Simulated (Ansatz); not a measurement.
The starting structures come from a database of crystals and need not be the phases stable at ambient conditions.

 Where the default PAW files enter, the runs use the earlier of Ansatz's two default sets.

Inside the gap of an insulator the Bloch states are evanescent, with a wavenumber k + iκ along the transport direction.

Input:

```
AlRbF4
1.0
    3.64662     0.00000     0.00000
    0.00000     6.27332     0.00000
    0.00000     0.00000     3.64662
Rb Al F
1 1 4
Direct
  0.00000   0.00000   0.00000
  0.50000   0.50000   0.50000
  0.50000   0.21837   0.50000
  0.50000   0.78163   0.50000
  0.00000   0.50000   0.50000
  0.50000   0.50000   0.00000
```

Space group of this cell: P4/mmm. The cell is taken as given.

Transport runs along the normal of the first two printed cell vectors, the (100) plane of the conventional cell.

No gap correction and no spin-orbit coupling; mid-gap values are interpolated between computed energies.

Question: State the band gap and the smallest decay constant κ at mid-gap according to r2SCAN (Ansatz, a quantum-chemistry and plane-wave program).

Answer: Gap 8.09 eV on a 8×6×8 mesh; κ = 0.561 1/Å, at the zone centre.
